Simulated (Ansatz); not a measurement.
**Equilibrium lattice constant a of ZnSe (model structure, started from the BeO type, P4₂/mnm, No. 136, 8 atoms in the cell) at several levels of theory**

No measured value is used here.

```json
[
 {"level (code)": "LDA (Ansatz)", "value (Å)": "6.775"},
 {"level (code)": "PBE (Ansatz)", "value (Å)": "6.988"},
 {"level (code)": "PBEsol (Ansatz)", "value (Å)": "6.860"},
 {"level (code)": "PBE-D3(BJ) (Ansatz)", "value (Å)": "6.872"},
 {"level (code)": "r²SCAN+rVV10 (Ansatz)", "value (Å)": "6.848"}
]
```

Cutoffs differ between the levels. Ansatz's density-functional and Hartree–Fock values are scalar-relativistic unless marked +SOC, with PAW data made under PBE.

A model structure was made by putting elements into a prototype or built by hand; it is no filed structure, need not be a known phase, and can be a saddle point held by its symmetry.

Ansatz is a quantum-chemistry and plane-wave program.
